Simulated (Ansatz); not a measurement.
# Effect of pressure 0.7 GPa on CaF2

Take CaF$_{2}$ (space group Pnma, No. 62; a = 5.904 Å, b = 3.564 Å, c = 6.952 Å; a cell from a computed database, its experimental status unchecked) as the base.

Modification: cell and atoms relaxed at a pressure of 0.7 GPa.

The values are results of DFT with PBEsol, PAW potentials and a 420 eV plane-wave cutoff in Ansatz (a first-principles code), no spin-orbit coupling, not measurements. k-mesh 5×8×4 (Γ-centred); smearing 0.05 eV (Fermi–Dirac).

- Volume per atom: 12.08 Å³ (base 12.19 Å³)
- Shortest interatomic distance: 2.278 Å (base 2.285 Å)
- Enthalpy H = E + PV relative to the base's energy: +0.05 eV/atom
- Band gap: 7.77 eV (base 7.71 eV)
- Gap character: direct at Γ (base direct at Γ)
- Electron mass: 0.57 mₑ along k, 0.53 mₑ across (at Γ)
- Valence-band top at Γ (three highest levels, from the VBM): 0.00, -0.08, -0.10 eV (base 0.00, -0.08, -0.11 eV)

Load acts through the strain it causes; cell and atoms are relaxed under it. Effective masses come from finite differences of ±0.01 Å⁻¹. Along k means along the line from Γ to the band edge. Stability against distortions was not tested.
